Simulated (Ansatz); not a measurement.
Functionals compared on the (10-12) surface of hcp Lu in its 1x1 cell, outermost plane spacing 1.35 Å in the ideal cut (one of several cuts of this face), in Ansatz (plane waves, PAW). The structure was relaxed with PBE; the other rows are single points on it, each with its references at the same level. Cutoff 420 eV (500 eV for r2SCAN).

Model: 12-atom slab, 11.5 Å thick at the start, 11x5x1 mesh, Fermi-Dirac 0.1 eV, dipole correction, all atoms relaxed; symmetry of the start imposed; no spin, no spin-orbit, no U. These notes are the PBE run's.

```json
[
 {"functional": "PBE", "surface energy (J/m²)": "1.21", "work function of the top face (eV)": "3.15", "rough cost of the single point": "–"},
 {"functional": "LDA", "surface energy (J/m²)": "1.36", "work function of the top face (eV)": "3.33", "rough cost of the single point": "about 9 core-minutes (a rough figure)"},
 {"functional": "PBEsol", "surface energy (J/m²)": "1.33", "work function of the top face (eV)": "3.20", "rough cost of the single point": "around 7 core-minutes (rough)"},
 {"functional": "RPBE", "surface energy (J/m²)": "1.11", "work function of the top face (eV)": "3.05", "rough cost of the single point": "very roughly 9 core-minutes"},
 {"functional": "r2SCAN", "surface energy (J/m²)": "1.34", "work function of the top face (eV)": "3.21", "rough cost of the single point": "roughly 16 core-minutes"}
]
```

Ansatz is a quantum-chemistry and plane-wave program.
